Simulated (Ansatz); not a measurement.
Free zigzag chain of Rh atoms

All values below come from PBE (plane waves to 420 eV, PAW; Ansatz, an electronic-structure program). Mesh 1×1×78. Collinear spin, started with parallel moments, and moments remain. Isolated but for its images some 11 Å away. A hypothetical model. It keeps the symmetry and period of its start, so it need not be a minimum against all distortions. Pairing along the axis, which can open a gap, is among the distortions not tried. Fermi–Dirac width 0.02 eV.

```
Property                                        Value
-------------------------------  --------------------
period along the axis (2 atoms)               3.641 Å
net spin moment                      2.00 μB a period
PBE gap                          none (under 0.01 eV)
```

```xyz
2
Lattice="12.5000 0.0000 0.0000 0.0000 11.0000 0.0000 0.0000 0.0000 3.6409" Properties=species:S:1:pos:R:3 pbc="T T T"
Rh     5.5523     5.5000     0.0000
Rh     6.9477     5.5000     1.8205
```
